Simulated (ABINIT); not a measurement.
Input and output of a self-consistent single point for BeS (F-43m, 2 atoms in the cell) (ABINIT).

Method: PBE, norm-conserving pseudopotentials (PseudoDojo nc-sr-05 PBE standard) (plane waves; ABINIT).

```
CELL_PARAMETERS angstrom
      0.00000     2.48044     2.48044
      2.48044     0.00000     2.48044
      2.48044     2.48044     0.00000
ATOMIC_POSITIONS crystal
  Be 0.00000 0.00000 0.00000
  S  0.75000 0.75000 0.75000
```

Reference input (self-consistent single point, DFT, PBE, plane waves, norm-conserving pseudopotentials (PseudoDojo nc-sr-05 PBE standard)): pseudos = [Be.upf, S.upf]; ecut = 44 Ha; ixc = 11; occopt = 7; tsmear = 0.05 eV; ngkpt = 8 8 8; nshiftk = 1; shiftk = 0 0 0; potentials = PseudoDojo nc-sr-05 PBE standard; nband = 10; kptopt = 1; nstep = 60. This run's input differs from it in these lines:

```diff
@@ -23,3 +23,4 @@
 nshiftk 1
-shiftk 0 0 0
+shiftk 0.5 0.5 0.5
+chksymbreak 0
 nstep 60
```

Output (repeated stretches shortened):

```
--- !BeginCycle
solver: {iscf: 7, nstep: 60, nline: 4, wfoptalg: 0, }
tolerances: {tolvrs: 1.00E-11, }
...

     iter   Etot(hartree)      deltaE(h)  residm     vres2
 ETOT  1  -25.019229805600    -2.502E+01 7.471E-02 2.556E+01
 ETOT  2  -25.035929034162    -1.670E-02 4.781E-03 3.581E+00
 ETOT  3  -25.036340135627    -4.111E-04 1.975E-03 8.044E-02
 ETOT  4  -25.036345866936    -5.731E-06 1.067E-03 1.844E-03
 ETOT  5  -25.036345968017    -1.011E-07 3.494E-04 7.838E-05
 ETOT  6  -25.036345970248    -2.231E-09 4.018E-04 2.570E-06
 ETOT  7  -25.036345970327    -7.937E-11 1.073E-04 3.712E-08
 ETOT  8  -25.036345970329    -1.801E-12 1.200E-04 1.519E-09
 ETOT  9  -25.036345970329     8.882E-14 2.938E-05 2.200E-11
 ETOT 10  -25.036345970329     9.592E-14 3.376E-05 1.113E-13
 At SCF step   10       vres2   =  1.11E-13 < tolvrs=  1.00E-11 =>converged.

 Cartesian components of stress tensor (hartree/bohr^3)
  sigma(1 1)=  1.44466252E-04  sigma(3 2)=  0.00000000E+00
  sigma(2 2)=  1.44466252E-04  sigma(3 1)=  0.00000000E+00
  sigma(3 3)=  1.44466252E-04  sigma(2 1)=  0.00000000E+00

 ----iterations are completed or convergence reached----

 reduced coordinates (array xred) for    2 atoms
       0.000000000000      0.000000000000      0.000000000000
       0.750000000000      0.750000000000      0.750000000000
 cartesian forces (eV/Angstrom) at end:
    1     -0.00000000000000    -0.00000000000000    -0.00000000000000
    2     -0.00000000000000    -0.00000000000000    -0.00000000000000
 frms,max,avg= 0.0000000E+00 0.0000000E+00   0.000E+00  0.000E+00  0.000E+00 e/A
   [... lines left out ...]
 Fermi (or HOMO) energy (eV) =   3.52658   Average Vxc (eV)=  -9.66422
   [... lines left out ...]
total_energy        : -2.50363459703291E+01
total_energy_eV     : -6.81273620650389E+02
band_energy         : -7.57225053087030E+00
...

-Cartesian components of stress tensor (GPa)         [Pressure= -4.2503E+00 GPa]
- sigma(1 1)=  4.25034315E+00  sigma(3 2)=  0.00000000E+00
- sigma(2 2)=  4.25034315E+00  sigma(3 1)=  0.00000000E+00
- sigma(3 3)=  4.25034315E+00  sigma(2 1)=  0.00000000E+00

 Calculation completed.
```

The run converged in 10 iterations. Against the reference run the free energy hardly moves (within 1 meV/atom), the pressure stays at -4.25 GPa and the gap on the mesh goes from 3.254 to 3.478 eV.

The starting cell comes from a database of computed structures (which also holds hypothetical and non-ambient phases and stackings), without a prior relaxation at this level. Its lattice was rescaled by a random factor within 2.5 % of one. Another mesh or the band path of this cell gives a smaller gap, so this value is not converged in the mesh.

Cost on one core of a shared machine: roughly 30 s.
